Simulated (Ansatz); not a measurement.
MgO, response to strain

Take MgO in the rock salt structure (space group Fm-3m, No. 225; a = 4.159 Å) as the base. Axes: x, y, z lie along the cube axes.

Strains are applied to the cell and any free atomic positions relax; under biaxial strain the out-of-plane vector relaxes too.

The values are results of LDA, PAW, 420 eV (Ansatz, a quantum-chemistry and plane-wave program; no spin-orbit coupling), not measurements.

```json
[
 {"biaxial strain, plane normal [111], relaxed out of plane (%)": "0", "out-of-plane strain (%)": "0.00"},
 {"biaxial strain, plane normal [111], relaxed out of plane (%)": "0.42", "out-of-plane strain (%)": "-0.16"},
 {"biaxial strain, plane normal [111], relaxed out of plane (%)": "0.83", "out-of-plane strain (%)": "-0.31"},
 {"biaxial strain, plane normal [111], relaxed out of plane (%)": "1.25", "out-of-plane strain (%)": "-0.47"},
 {"biaxial strain, plane normal [111], relaxed out of plane (%)": "1.67", "out-of-plane strain (%)": "-0.63"},
 {"biaxial strain, plane normal [111], relaxed out of plane (%)": "2.08", "out-of-plane strain (%)": "?"},
 {"biaxial strain, plane normal [111], relaxed out of plane (%)": "2.5", "out-of-plane strain (%)": "-0.94"}
]
```

Fit ε⊥ = −νε + γε² (strains in %) to the rows shown and predict the withheld row.

Least squares on the printed values gives ν = 0.38 (the biaxial Poisson response) and γ = 0.000 (largest residual 0.00 %); this predicts -0.78 %, and the run gives -0.78 %, in agreement.

No phonon test of stability was made.
